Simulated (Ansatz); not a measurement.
The parent structure is ZnS in the zinc blende structure (space group F-43m, No. 216; a = 5.297 Å). Axes: x, y, z lie along the cube axes.

Calculations: LDA/PAW in Ansatz (a first-principles code), spin-orbit coupling left out.

Strains are applied to the cell and any free atomic positions relax; under biaxial strain the out-of-plane vector relaxes too.

One change was made to it. Results:

The band gap shrinks by 0.045 eV (2.13 eV → 2.08 eV); the volume per atom goes up by 0.07 Å³ (18.58 Å³ → 18.65 Å³).

**Question.** Which change produced these results?
A) biaxial strain +2.50 %, plane normal [001], relaxed out of plane
B) biaxial strain −2.00 %, plane normal [001], relaxed out of plane
C) biaxial strain +0.50 %, plane normal [001], relaxed out of plane
D) biaxial strain +3.00 %, plane normal [001], relaxed out of plane

**Answer.** C, biaxial strain +0.50 %, plane normal [001], relaxed out of plane. For comparison, the band gap in the other runs: biaxial strain −2.00 %, plane normal [001], relaxed out of plane gives 2.14 eV; biaxial strain +2.50 %, plane normal [001], relaxed out of plane gives 1.92 eV; biaxial strain +3.00 %, plane normal [001], relaxed out of plane gives 1.88 eV.

Whether these cells are dynamically stable was not tested.
